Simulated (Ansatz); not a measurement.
Consider Si in the diamond structure (space group Fd-3m, No. 227; a = 5.444 Å). Axes: x, y, z lie along the cube axes.

Method: r2SCAN (Ansatz, a quantum-chemistry and plane-wave program), without spin-orbit coupling, earlier PAW set.

Base values:

The band gap is 0.78 eV and the shortest interatomic distance comes out as 2.357 Å.

Modification: strain tensor (xx, yy, zz, yz, xz, xy) = (+0.24, −0.67, +0.26, +0.71, +1.31, +0.44) %, atoms relaxed at fixed cell.

Problem. What happens to the band gap, energy relative to the base, shortest interatomic distance and stress?

Solution. The band gap shrinks by 0.23 eV (0.78 eV → 0.55 eV); the energy increases by 5.3 meV/atom; the shortest interatomic distance falls by 0.013 Å to 2.344 Å; the stress (xx, yy, zz, yz, xz, xy; compression positive) is (-0.12, 0.80, -0.13, -1.17, -2.11, -0.72) GPa.

Stability against distortions was not tested.
